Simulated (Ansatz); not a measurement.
The reference is Hf in the hcp (Mg type) structure (space group P6_3/mmc, No. 194; a = 3.158 Å, c = 5.004 Å; relaxed with 0.1 eV smearing). Axes: x lies along a and z along c of the hexagonal cell.

All numbers come from plane-wave PAW DFT at the PBEsol level (Ansatz, a quantum-chemistry and plane-wave program, 420 eV), no spin-orbit coupling.

The change: every lattice vector is stretched by 1.00 %; the atoms relax in the strained cell.

Question: Predict the stress tensor and what it implies for the stiffness.

Answer: Stress of the strained cell less that of the base (GPa, compression positive):
```
   -3.2     0.0     0.0
    0.0    -3.2     0.0
    0.0     0.0    -3.3
```

Then B = −ΔP/(ΔV/V₀) with ΔV/V₀ = 0.0303 gives secant stiffness values (nonlinear terms included at this strain): B (at held cell shape, above the free-shape value) ≈ 106 GPa.

As a check, the harmonic strain energy −½ V₀ Δσ:ε is 6.5 meV/atom; the computed energy rise is 6.7 meV/atom.

No phonon test of stability was made. The final runs are not spin-polarised.
